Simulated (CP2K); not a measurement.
Band structure of LuTlTe2 (R-3m, 4 atoms in the cell).

```
LuTlTe2
1.0
    8.52189     0.00000     0.00000
    7.39729     4.23115     0.00000
    7.39729     1.96612     3.74660
Lu Tl Te
1 1 2
Cartesian
 11.65824   3.09864   1.87330
  0.00000   0.00000   0.00000
 17.81369   4.73469   2.86239
  5.50278   1.46258   0.88421
```

Method of the run: LDA (Pade form), GPW, DZVP-MOLOPT-SR-GTH basis, GTH-PADE potentials (GTH_POTENTIALS) in CP2K.

Settings: CUTOFF = 500 Ry; REL_CUTOFF = 50 Ry; KPOINTS/SCHEME = MONKHORST-PACK 5 5 5; XC_FUNCTIONAL = PADE; Lu/BASIS_SET = DZVP-MOLOPT-SR-GTH-q25; Lu/POTENTIAL = GTH-PADE-q25; Tl/BASIS_SET = DZVP-MOLOPT-SR-GTH-q13; Tl/POTENTIAL = GTH-PADE-q13; Te/BASIS_SET = DZVP-MOLOPT-SR-GTH-q6; Te/POTENTIAL = GTH-PADE-q6; METHOD = GPW; EPS_DEFAULT = 1e-10; EXTRAPOLATION = USE_GUESS; NGRIDS = 5.

The starting cell comes from a database of computed structures (which also holds hypothetical and non-ambient phases and stackings), without a prior relaxation at this level. Its lattice was rescaled by a random factor within 2.5 % of one. Spin-orbit coupling is off. Values carry the incompleteness of an atom-centred basis.

Task: Predict the gap along the standard path and the places of the band edges.

Result: The gap along the path is 0.47 eV, from Z to a point between P1 and Z|L; the smallest direct gap on it is 1.33 eV. Another conduction valley lies within 0.1 eV, so the order of the valleys is not sure.

Levels in eV from the top of the valence band on the SCF mesh, bands 22 to 26:
```json
[
 {"point": "Γ", "22": "-2.22", "23": "-1.79", "24": "-0.75", "25": "-0.75", "26": "1.66"},
 {"point": "L", "22": "-3.07", "23": "-2.35", "24": "-1.69", "25": "-1.19", "26": "0.70"},
 {"point": "Z", "22": "-2.25", "23": "-0.66", "24": "-0.66", "25": "0.18", "26": "1.51"},
 {"point": "F", "22": "-2.55", "23": "-2.17", "24": "-2.13", "25": "-1.97", "26": "0.74"},
 {"point": "P1", "22": "-2.51", "23": "-2.20", "24": "-2.12", "25": "-1.89", "26": "0.67"},
 {"point": "P", "22": "-2.51", "23": "-2.20", "24": "-2.12", "25": "-1.89", "26": "0.67"}
]
```

Higher empty bands are left out: an atom-centred basis made for the valence describes them poorly.
